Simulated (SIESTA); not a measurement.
A self-consistent single point of Al (Fm-3m, 1 atom in the cell) with SIESTA

Method: GGA PBEsol, numerical atomic orbitals DZP, PseudoDojo PBEsol standard norm-conserving potentials (rewritten from UPF to PSML) (SIESTA).

Input as run:

```
# files in the folder: Al.psml (PseudoDojo PBEsol standard)
SystemName  Al
SystemLabel Al

NumberOfAtoms                1
NumberOfSpecies              1
%block ChemicalSpeciesLabel
  1 13 Al
%endblock ChemicalSpeciesLabel
LatticeConstant              1.0 Ang
%block LatticeVectors
     0.000000000    2.031075000    2.031075000
     2.031075000    0.000000000    2.031075000
     2.031075000    2.031075000    0.000000000
%endblock LatticeVectors
AtomicCoordinatesFormat      Ang
%block AtomicCoordinatesAndAtomicSpecies
     0.000000000    0.000000000    0.000000000  1
%endblock AtomicCoordinatesAndAtomicSpecies

XC.functional                GGA
XC.authors                   PBEsol
PAO.BasisSize                DZP
PAO.EnergyShift              0.005 Ry
MeshCutoff                   350 Ry
%block kgrid.MonkhorstPack
   10   0   0  0.0
    0  10   0  0.0
    0   0  10  0.0
%endblock kgrid.MonkhorstPack
OccupationFunction           MP
OccupationMPOrder            0
ElectronicTemperature        0.1 eV

MaxSCFIterations             150
SCF.Mixer.Method             Pulay
SCF.Mixer.Weight             0.2
SCF.Mixer.History            6
SCF.DM.Tolerance             1.0E-05
Diag.ParallelOverK           true
WriteForces                  true
```

Log, with long lists cut:

```
reinit: Reading from file input.fdf

reinit: System Name: Al
reinit: System Label: Al

coor:   Atomic-coordinates input format  =     Cartesian coordinates
coor:                                          (in Angstroms)

siesta: Atomic coordinates (Bohr) and species
siesta:      0.00000   0.00000   0.00000  1        1

siesta: System type = bulk

initatomlists: Number of atoms, orbitals, and projectors:      1    13    18

siesta: ******************** Simulation parameters ****************************
redata: Spin configuration                          = none
redata: Time-Reversal Symmetry                      = T
redata: Number of Atomic Species                    =        1
redata: Mesh Cutoff                                 =   350.0000 Ry
redata: Net charge of the system                    =     0.0000 |e|
redata: Min. number of SCF Iter                     =        0
redata: Max. number of SCF Iter                     =      150
redata: SCF convergence failure will abort job
redata: SCF mix quantity                            = Hamiltonian
redata: Mix DM or H after convergence               =   F
redata: Recompute H after scf cycle                 =   F
redata: Mix DM in first SCF step                    =   T
redata: No kicks to SCF
redata: DM Mixing Weight for Kicks                  =     0.5000
redata: Require Harris convergence for SCF          =   F
redata: Harris energy tolerance for SCF             =     0.000100 eV
redata: Require DM convergence for SCF              =   T
redata: DM tolerance for SCF                        =     0.000010
redata: Require EDM convergence for SCF             =   F
redata: EDM tolerance for SCF                       =     0.001000 eV
redata: Require H convergence for SCF               =   T
redata: Hamiltonian tolerance for SCF               =     0.001000 eV
redata: Require (free) Energy convergence for SCF   =   F
redata: (free) Energy tolerance for SCF             =     0.000100 eV
redata: Using DFT-D3 dispersion                     =   F
redata: Using Saved Data (generic)                  =   F
redata: Method of Calculation                       = Diagonalization
redata: Electronic Temperature                      =  1160.4518 K
redata: Number of TDED substeps                     =        3
redata: Dynamics option                             = Single-point calculation
redata: Save all siesta data in one NC              =   F
redata: ***********************************************************************

%block SCF.Mixers
  Pulay
%endblock SCF.Mixers

%block SCF.Mixer.Pulay
  # Mixing method
  method pulay
  variant stable

  # Mixing options
  weight 0.2000
  weight.linear 0.2000
  history 6
%endblock SCF.Mixer.Pulay

DM_history_depth set to one: no extrapolation allowed by default for geometry relaxation
Size of DM history Fstack: 1
Total number of electrons:     3.000000
Total ionic charge:     3.000000

* ProcessorY, Blocksize:    1  14

* Orbital distribution balance (max,min):    13    13

k-point displ. along   1 input, could be:     0.00    0.50
k-point displ. along   2 input, could be:     0.00    0.50
k-point displ. along   3 input, could be:     0.00    0.50
 Kpoints in:          600 . Kpoints trimmed:          560

siesta: k-grid: Number of k-points = 560
siesta: k-points from Monkhorst-Pack grid
siesta: k-cutoff (effective) =    14.362 Ang
siesta: k-point supercell and displacements
siesta: k-grid:    10     0     0      0.000
siesta: k-grid:     0    10     0      0.000
siesta: k-grid:     0     0    10      0.000

diag: Algorithm                                     = D&C
diag: Parallel over k                               =   F
diag: Use parallel 2D distribution                  =   F
diag: Parallel block-size                           = 14
diag: Parallel distribution                         =     1 x     1
diag: Used triangular part                          = Lower
diag: Absolute tolerance                            =  0.100E-15
diag: Orthogonalization factor                      =  0.100E-05
diag: Memory factor                                 =  1.0000

superc: Internal auxiliary supercell:     9 x     9 x     9  =     729
superc: Number of atoms, orbitals, and projectors:    729   9477  13122

                        Single-point calculation

superc: Internal auxiliary supercell:     9 x     9 x     9  =     729
superc: Number of atoms, orbitals, and projectors:    729   9477  13122

outcell: Unit cell vectors (Ang):
        0.000000    2.031075    2.031075
        2.031075    0.000000    2.031075
        2.031075    2.031075    0.000000

outcell: Cell vector modules (Ang)   :    2.872374    2.872374    2.872374
outcell: Cell angles (23,13,12) (deg):     60.0000     60.0000     60.0000
outcell: Cell volume (Ang**3)        :     16.7574
new_DM -- step:     1
Initializing Density Matrix...

Attempting to read DM from file... Failed...
DM filled with atomic data:

InitMesh: MESH = 30 x 30 x 30 = 27000
InitMesh: Mesh cutoff (required, used) =   350.000   452.224 Ry

stepf: Methfessel-Paxton step function
       Using Hermite-Gauss polynomials of order  0

        iscf     Eharris(eV)        E_KS(eV)     FreeEng(eV)     dDmax    Ef(eV) dHmax(eV)
   scf:    1      -59.536678      -63.035540      -63.040435  1.793897 -5.230604  0.090491
   scf:    2      -63.036626      -63.036085      -63.041061  0.008660 -5.235990  0.071331
   scf:    3      -63.037586      -63.036865      -63.042094  0.028464 -5.256569  0.000995
   scf:    4      -63.036855      -63.036860      -63.042094  0.000191 -5.256713  0.000193
   scf:    5      -63.036856      -63.036858      -63.042094  0.000060 -5.256771  0.000084
   scf:    6      -63.036859      -63.036859      -63.042094  0.000017 -5.256757  0.000000
mix: Pulay -- inversion failed, > SVD [rank/size] 3 / 5
   scf:    7      -63.036859      -63.036859      -63.042094  0.000000 -5.256757  0.000000

SCF Convergence by DM+H criterion
max |DM_out - DM_in|         :     0.0000000147
max |H_out - H_in|      (eV) :     0.0000000090
SCF cycle converged after 7 iterations

Using DM_out to compute the final energy and forces

siesta: E_KS(eV) =              -63.0369

siesta: E_KS - E_eggbox =       -63.0369

siesta: Atomic forces (eV/Ang):
     1    0.000000    0.000000    0.000000
   Tot    0.000000    0.000000    0.000000
   Max    0.000000
   Res    0.000000    sqrt( Sum f_i^2 / 3N )
   Max    0.000000    constrained

Stress tensor Voigt[x,y,z,yz,xz,xy] (kbar):       29.48       29.48       29.48       -0.00       -0.00       -0.00
(Free)E + p*V (eV/cell)      -63.3505
Target enthalpy (eV/cell)      -63.0421

siesta: Program's energy decomposition (eV):
siesta: Ebs     =       -29.340797
siesta: Eions   =       212.779013
siesta: Ena     =       141.242541
siesta: Ekin    =        22.876484
siesta: Enl     =        11.260513
siesta: Eso     =         0.000000
siesta: Edftu   =         0.000000
siesta: DEna    =         3.612102
siesta: DUscf   =         0.077785
siesta: DUext   =         0.000000
siesta: Ex      =       -24.918293
siesta: Ec      =        -4.408978
siesta: Exc     =       -29.327271
siesta: Eharris =       -63.036859
siesta: Etot    =       -63.036859
siesta: FreeEng =       -63.042094

siesta: Stress tensor (static) (eV/Ang**3):
siesta:     0.018402   -0.000000   -0.000000
siesta:    -0.000000    0.018402   -0.000000
siesta:    -0.000000   -0.000000    0.018402

siesta: Cell volume =         16.757448 Ang**3

siesta: Pressure (static):
siesta:                Solid            Molecule  Units
siesta:          -0.00020043         -0.00020043  Ry/Bohr**3
siesta:          -0.01840243         -0.01840243  eV/Ang**3
siesta:         -29.48394967        -29.48394967  kBar
```

The run converged in 7 iterations.

The starting cell has typed, rounded lattice constants, without a prior relaxation at this level. Its lattice was rescaled by up to half a per cent. Values carry the incompleteness of an atom-centred basis.
